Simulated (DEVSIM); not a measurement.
System: Au/Al2O3/n-InP capacitor, at 250 K.

Layer 1 from the left is Al2O3, thickness (nm) 4.40. Layer 2 from the left is InP, thickness (nm) 1600, Nd (cm⁻³) 1.6e17.

Metal gate on the left, work function 5.1 eV. Fixed charge at the semiconductor interface 0 cm⁻² (in units of +e); no interface traps.

The device is made up for the run: typed textbook-type constants, with dimensions and the other settings drawn at random. Values at 300 K; Nc and Nv go as T^1.5, mobilities as T to minus their exponent, the gap by Varshni's rule with the affinity fixed.

Al2O3: gap (eV) 6.8, affinity (eV) 1.35, permittivity 9. InP: gap (eV) 1.344, affinity (eV) 4.38, permittivity 12.5, Nc (cm⁻³) 5.7e17, Nv (cm⁻³) 1.1e19, Varshni α (eV/K) 0.000363, Varshni β (K) 162.

**Question.** Estimate by hand the flat-band voltage, the threshold voltage, and compare with a numerical solution.

**Answer.** 
- Flat-band voltage: C = 1.81 μF/cm², work-function difference 0.699 V; VFB = φms − qNf/C = 0.70 V; numerical 0.70 V.
- Threshold voltage: φF = 0.626 V, depletion charge √(4εqNφF) = 2.67e-7 C/cm²; VT = VFB − 2φF − Qd/C = -0.70 V; numerical -0.70 V.

DEVSIM, 1D Poisson equation in equilibrium, Boltzmann statistics, complete ionisation; no quantum confinement or tunnelling. Metal contacts follow the ideal Schottky-Mott rule: no Fermi-level pinning, no interface dipoles.
